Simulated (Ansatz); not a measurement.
Data:

```
La2O3
1.0
    3.98263     0.00000     0.00000
    1.99132     3.44906     0.00000
    0.00000     0.00000     5.88543
La O
2 3
Cartesian
  1.99132   1.14969   1.43723
  3.98263   2.29937   4.44821
  0.00000   0.00000   0.00000
  1.99132   1.14969   3.82430
  3.98263   2.29937   2.06113
```

No spin polarisation.

Calculations: Kohn–Sham DFT with the PBEsol functional, run in Ansatz (a first-principles code) with PAW and 420 eV plane waves, spin-orbit coupling left out, earlier PAW set. Γ-centred 10×10×6 mesh, Fermi–Dirac width 0.05 eV.

Task: Estimate the pressure (mean of the normal stresses, compression positive).

Result: -2.79 GPa.

Task: Predict the space group.

Result: P-3m1 (No. 164).

The cells carry an imposed strain or load. No phonon test of stability was made. The cell was made from La2O3 (space group P-3m1, No. 164) by this change: biaxial strain +1.95 %, plane normal [001], relaxed out of plane.
